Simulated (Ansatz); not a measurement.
Given:

```xyz
1
Lattice="0.0000 1.9164 1.9070 1.9164 0.0000 1.9070 1.9164 1.9164 0.0000" Properties=species:S:1:pos:R:3 pbc="T T T"
Ir     0.0000     0.0000     0.0000
```

Level of theory: PBEsol, rigid bands (plane waves, PAW, scalar-relativistic; Ansatz, an electronic-structure program). Condition of this run: uniaxial stress zz = 2 GPa (compression positive) (the target of the relaxation). Cell: cell and atoms relaxed with PBEsol, then loaded as said.

Task: Predict the product ρ₀λ of resistivity and mean free path that follows from the Fermi surface's area.

Result: 3.7 ×10⁻¹⁶ Ω·m².

Task: And the Drude plasma energy and the root-mean-square Fermi velocity at 300 K?

Result: 10.8 eV; 8.4e5 m/s.

A metal at this level (no band gap); rigid bands, thermally averaged at 300 K, both spins. Spin-orbit coupling is left out, which matters with elements this heavy. τ is one relaxation time for all states; the product of resistivity and mean free path takes one path for all states instead.
